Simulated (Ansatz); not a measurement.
Given:

```
CELL_PARAMETERS angstrom
      7.74212    -1.81602     0.00000
      7.74212     1.81602     0.00000
     -1.53329     0.00000     6.80908
ATOMIC_POSITIONS crystal
  Ga 0.08741 0.08741 0.80319
  Ga 0.91259 0.91259 0.19681
  Ga 0.66184 0.66184 0.31387
  Ga 0.33816 0.33816 0.68613
  S  0.18159 0.18159 0.10390
  S  0.81841 0.81841 0.89610
  S  0.17153 0.17153 0.56272
  S  0.82847 0.82847 0.43728
  S  0.50009 0.50009 0.25295
  S  0.49991 0.49991 0.74705
```

No spin polarisation.

Level of theory: PBEsol (Ansatz, a program for electronic structure; PAW; 420 eV plane waves; no spin-orbit coupling), earlier PAW set. Settings: 9×9×5 k-points, 0.05 eV Fermi–Dirac smearing.

**Question.** What band gap does the calculation give?

**Answer.** 0.55 eV.

**Question.** What is the computed width of the top valence band?

**Answer.** 1.11 eV.

Gaps are Kohn–Sham eigenvalue differences; semilocal functionals usually give less than the measured gap. Whether these cells are dynamically stable was not tested. The cell was made from Ga2O3 by this change: O → S; the result is a hypothetical phase, not in the database extracts checked.
